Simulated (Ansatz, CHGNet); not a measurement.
For Ge₂Sb₂Te₅ (P-3m1, No. 164, 9 atoms in the cell; start mp-3534), the machine-learned potential CHGNet 0.3.0 (trained on PBE and PBE+U data) gives:

* **lattice constant a**: 4.310 Å
* **lattice parameter c**: 17.924 Å

What does PBEsol in Ansatz (PAW) give for the same quantities?


- lattice constant a: 4.202 Å (decreases by 2.5 %)
- lattice parameter c: 17.103 Å (shrinks by 4.6 %)

Changes are worked out from the printed values.

Unless a cell is named, each level is at its own relaxed cell (CHGNet 0.3.0 32.04, PBEsol 29.06 Å³/atom).

Caveats: the relaxation could not lower the start's symmetry, so the cell can be a saddle point above a distorted one (CHGNet 0.3.0, PBEsol). Ansatz's density-functional and Hartree–Fock values are scalar-relativistic unless marked +SOC, with PAW data made under PBE.

A start named mp-… is a Materials Project structure, which need not be a measured phase.

Ansatz is a program for electronic structure.
